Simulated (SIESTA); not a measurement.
Band structure of LuAlSi (Cmcm, 6 atoms in the cell).

```
LuAlSi
1.0
    1.95531    -4.97024     0.00000
    1.95531     4.97024     0.00000
    0.00000     0.00000     5.53693
Lu Al Si
2 2 2
Direct
  0.69541   0.30459   0.75000
  0.30459   0.69541   0.25000
  0.00000   0.00000   0.50000
  0.00000   0.00000   0.00000
  0.39885   0.60115   0.75000
  0.60115   0.39885   0.25000
```

Level of theory: GGA PBEsol, numerical atomic orbitals DZP, PseudoDojo PBEsol standard norm-conserving potentials (rewritten from UPF to PSML) (SIESTA 5.4.2).

Settings: XC.functional = GGA; XC.authors = PBEsol; potentials = PseudoDojo PBEsol standard; PAO.BasisSize = DZP; PAO.EnergyShift = 0.01 Ry; MeshCutoff = 400 Ry; kgrid.MonkhorstPack = 7 7 5; OccupationFunction = FD; ElectronicTemperature = 100 meV; MaxSCFIterations = 150; SCF.Mixer.Method = Pulay; SCF.Mixer.Weight = 0.1; SCF.Mixer.History = 6; SCF.DM.Tolerance = 1.0E-04.

The starting cell comes from a database of computed structures (which also holds hypothetical and non-ambient phases and stackings), without a prior relaxation at this level. Its lattice was rescaled by a random factor within 2.5 % of one. Spin-orbit coupling is off. Values carry the incompleteness of an atom-centred basis.

Levels in eV from the Fermi level, bands 29 to 34:
```tsv
point	29	30	31	32	33	34
Γ	-2.04	-1.87	-1.09	-0.90	0.79	1.23
X	-2.93	-2.81	-1.54	-1.20	0.15	0.49
S	-2.87	-2.34	-2.30	-1.17	-0.30	0.75
R	-2.42	-2.42	-1.09	-1.09	1.20	1.20
A	-1.68	-1.68	-1.13	-1.13	0.65	0.65
Z	-2.35	-2.35	-1.05	-1.05	1.10	1.10
Y	-1.99	-1.51	-0.42	0.35	0.80	1.68
X1	-2.93	-2.81	-1.54	-1.20	0.15	0.49
A1	-1.68	-1.68	-1.13	-1.13	0.65	0.65
T	-1.71	-1.71	-0.56	-0.56	1.19	1.19
```

Bands cross the Fermi level along this path, so the cell is metallic at this level.

Higher empty bands are left out: an atom-centred basis made for the valence describes them poorly.
